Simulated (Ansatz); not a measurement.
The reference is CdGeAs2 in the chalcopyrite structure (space group I-42d, No. 122; a = 5.874 Å, c = 11.226 Å). Axes: x, y, z lie along a, b, c of the conventional cell.

The values are results of LDA/PAW in Ansatz (an electronic-structure program), no SOC, not measurements.

Before the change:

| Property | Result |
|---|---|
| Pressure | 0.0 kbar |

Perturbation: biaxial strain +2.25 %, plane normal [001], relaxed out of plane (Cartesian); in-plane vectors clamped, the third vector and the atoms free.

Problem. How does this affect the energy relative to the base?

Solution. The energy rises by 6.1 meV/atom.

Problem. Predict the new pressure.

Solution. The pressure (mean of the normal stresses, compression positive) goes from zero to -11.6 kbar.

Problem. How does this affect the ratio −ε⊥/ε∥?

Solution. The ratio −ε⊥/ε∥ comes out as 1.24.

Stability against distortions was not tested.
